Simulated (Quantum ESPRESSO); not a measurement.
Checking a run of Quantum ESPRESSO on a (101) slab of Mg3BiSb (cut from a parent of space group no. 156; 10 atoms in the cell). The aim is a self-consistent single point with DFT, PBE, plane waves, SSSP 1.1.2 efficiency (PBE) pseudopotentials.

Cell that was meant: a = 4.6643 Å, b = 8.7138 Å, c = 18.4466 Å, α = 90.00°, β = 90.00°, γ = 74.48°.

Part of the input:

```fortran
CELL_PARAMETERS {angstrom}
   4.66434000     0.00000000     0.00000000
   2.33217000     8.39593100     0.00000000
   0.00000000     0.00000000    10.44660700
ATOMIC_POSITIONS {crystal}
Mg    0.45772550    0.94026300    0.43279200
Mg    0.24205950    0.37159500    0.32899700
Mg    0.06463950    0.72643500    0.19145000
Mg    0.07346300    0.70878800    0.77177200
Mg    0.85779700    0.14012000    0.66797900
Mg    0.68037700    0.49496000    0.53043200
Bi    0.08270600    0.69030200    0.46956800
Bi    0.69844350    0.45882700    0.80855000
Sb    0.83438550    0.18694300    0.39457800
Sb    0.45012300    0.95546800    0.73355900
K_POINTS {automatic}
4 4 1  0 0 0
```

Output, abridged:

```
     file Mg.pbe-n-kjpaw_psl.0.3.0.UPF: wavefunction(s)  3S renormalized
     G-vector sticks info
     --------------------
   [... lines left out ...]
        k(    8) = (  -0.2500000  -0.0694435   0.0000000), wk =   0.2500000
        k(    9) = (  -0.2500000  -0.3472173   0.0000000), wk =   0.2500000
        k(   10) = (   0.5000000   0.1388869   0.0000000), wk =   0.1250000

     Dense  grid:   266899 G-vectors     FFT dimensions: (  54,  96, 120)

     Smooth grid:    94465 G-vectors     FFT dimensions: (  36,  72,  80)

     Initial potential from superposition of free atoms

     starting charge      67.9943, renormalised to      72.0000

     negative rho (up, down):  8.809E-02 0.000E+00
     Self-consistent Calculation

     iteration #  1     ecut=    40.00 Ry     beta= 0.50

     negative rho (up, down):  7.758E-02 0.000E+00

     total energy              =    -942.48236022 Ry
     estimated scf accuracy    <       2.85174698 Ry

     iteration #  2     ecut=    40.00 Ry     beta= 0.50

     negative rho (up, down):  7.345E-02 0.000E+00

     total energy              =    -941.81678677 Ry
     estimated scf accuracy    <       1.25105821 Ry

     iteration #  3     ecut=    40.00 Ry     beta= 0.50

     negative rho (up, down):  8.207E-02 0.000E+00

     total energy              =    -942.07224382 Ry
     estimated scf accuracy    <       0.03278842 Ry

   [... 10 blocks of this kind left out ...]

     iteration # 14     ecut=    40.00 Ry     beta= 0.50

     negative rho (up, down):  8.844E-02 0.000E+00

     total energy              =    -942.07786358 Ry
     estimated scf accuracy    <          2.2E-10 Ry

     iteration # 15     ecut=    40.00 Ry     beta= 0.50

     negative rho (up, down):  8.844E-02 0.000E+00
     End of self-consistent calculation

     the Fermi energy is     2.9639 ev

!    total energy              =    -942.07786358 Ry
     estimated scf accuracy    <          4.3E-11 Ry
     smearing contrib. (-TS)   =      -0.00048227 Ry
     internal energy E=F+TS    =    -942.07738132 Ry

     convergence has been achieved in  15 iterations

     negative rho (up, down):  8.844E-02 0.000E+00

     Forces acting on atoms (cartesian axes, Ry/au):

     atom    1 type  1   force =     0.00000000    0.01323339    0.02699680
     atom    2 type  1   force =     0.00000002   -0.01003806    0.00546738
     atom    3 type  1   force =     0.00000002    0.00069260   -0.00647101
     atom    4 type  1   force =     0.00000002    0.00808398   -0.00677277
   [... lines left out ...]
     Total force =     0.049192     Total SCF correction =     0.000022
   [... lines left out ...]

     negative rho (up, down):  8.844E-02 0.000E+00
          total   stress  (Ry/bohr**3)                   (kbar)     P=      -15.95
  -0.00014522   0.00000000   0.00000000          -21.36        0.00        0.00
   0.00000000  -0.00013437   0.00000520            0.00      -19.77        0.77
   0.00000000   0.00000520  -0.00004573            0.00        0.77       -6.73

   JOB DONE.
```

Question: Is this run sound? If not, what is wrong?

Answer: The run is not sound. The fault is too little vacuum between periodic images. Layers that are a few Å apart interact, so the cell no longer models an isolated surface or sheet. To fix it, widen the vacuum. The run converged in 15 iterations without an error; against the sound input the free energy drops by 13.5 meV/atom and the largest force goes from 0.745 to 0.773 eV/Å.

The sound input it was made from differs as follows (other fixes are possible):
```diff
-   0.00000000     0.00000000    10.44660700
+   0.00000000     0.00000000    18.44660000
-Mg    0.45772550    0.94026300    0.43279200
-Mg    0.24205950    0.37159500    0.32899700
-Mg    0.06463950    0.72643500    0.19145000
-Mg    0.07346300    0.70878800    0.77177200
-Mg    0.85779700    0.14012000    0.66797900
-Mg    0.68037700    0.49496000    0.53043200
-Bi    0.08270600    0.69030200    0.46956800
-Bi    0.69844350    0.45882700    0.80855000
-Sb    0.83438550    0.18694300    0.39457800
-Sb    0.45012300    0.95546800    0.73355900
+Mg    0.45772550    0.94026300    0.46193900
+Mg    0.24205950    0.37159500    0.40315800
+Mg    0.06463950    0.72643500    0.32526300
+Mg    0.07346300    0.70878800    0.65390900
+Mg    0.85779700    0.14012000    0.59512900
+Mg    0.68037700    0.49496000    0.51723400
+Bi    0.08270600    0.69030200    0.48276600
+Bi    0.69844350    0.45882700    0.67473700
+Sb    0.83438550    0.18694300    0.44029800
+Sb    0.45012300    0.95546800    0.63226800
```

With that input, the run converged in 18 iterations: free energy E − TS -12817.4874 eV; Fermi level (on the code's own zero) -0.07 eV; pressure averaged over the cell with its vacuum -0.87 GPa; largest force (vector length) 0.745 eV/Å (DFT, PBE, plane waves, SSSP 1.1.2 efficiency (PBE) pseudopotentials).

On the sound input: the starting cell comes from a database of computed structures (which also holds hypothetical and non-ambient phases and stackings), without a prior relaxation at this level. The slab is cut from that crystal, and its faces are unrelaxed. The two faces of this cut differ, and no dipole correction was used. Without a gap this mesh is coarse (it stands for a supercell whose shortest in-plane vector is 19 Å).
